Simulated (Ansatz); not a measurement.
Effect of isotropic strain −0.50 % on Pt

The reference is Pt in the fcc (Cu type) structure (space group Fm-3m, No. 225; a = 3.972 Å; relaxed with 0.1 eV smearing).

Perturbation: every lattice vector is shortened by 0.50 %, atoms relaxed at fixed cell.

Level of theory: PBE (Ansatz, a first-principles code; PAW; 420 eV plane waves; no spin-orbit coupling). Settings: 28×28×28 k-points, 0.1 eV Fermi–Dirac smearing.

The volume per atom drops by 0.234 Å³ (15.67 Å³ → 15.43 Å³) and the space group stays Fm-3m (No. 225). The shortest interatomic distance falls by 0.014 Å, from 2.809 Å to 2.795 Å and the energy rises by 2.8 meV/atom. The pressure goes from zero to 3.9 GPa and the band gap is still zero.

Cost of the whole job for the changed cell (relaxation, final SCF and bands): around 14 core-seconds (rough).

No phonon test of stability was made. The final runs are not spin-polarised.
